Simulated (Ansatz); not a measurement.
Take Ir in the fcc (Cu type) structure (space group Fm-3m, No. 225; relaxed with 0.1 eV smearing) as the base.

```
Ir
1.0
    0.00000     1.90592     1.90592
    1.90592     0.00000     1.90592
    1.90592     1.90592     0.00000
Ir
1
Cartesian
  0.00000   0.00000   0.00000
```

Cartesian axes are those of the cell as printed.

All numbers come from plane-wave PAW DFT at the LDA level (Ansatz, a program for electronic structure, 420 eV), scalar-relativistic without spin-orbit coupling.

Modification: uniaxial strain ε_zz = −3.00 %, all other strain components held at zero, atoms relaxed at fixed cell.

**Question.** Predict the stress tensor and what it implies for the stiffness.

**Answer.** Stress of the strained cell less that of the base (GPa, compression positive):
```
    9.2     0.0     0.0
    0.0     9.2     0.0
    0.0     0.0    22.1
```

Then −Δσ_ii/ε with ε = -0.0300 gives secant stiffness values (nonlinear terms included at this strain): C33 ≈ 737 GPa, C13 ≈ 307 GPa and C23 ≈ 307 GPa.

As a check, the harmonic strain energy −½ V₀ Δσ:ε is 29 meV/atom; the computed energy rise is 28 meV/atom.

Whether these cells are dynamically stable was not tested. The final runs are not spin-polarised.
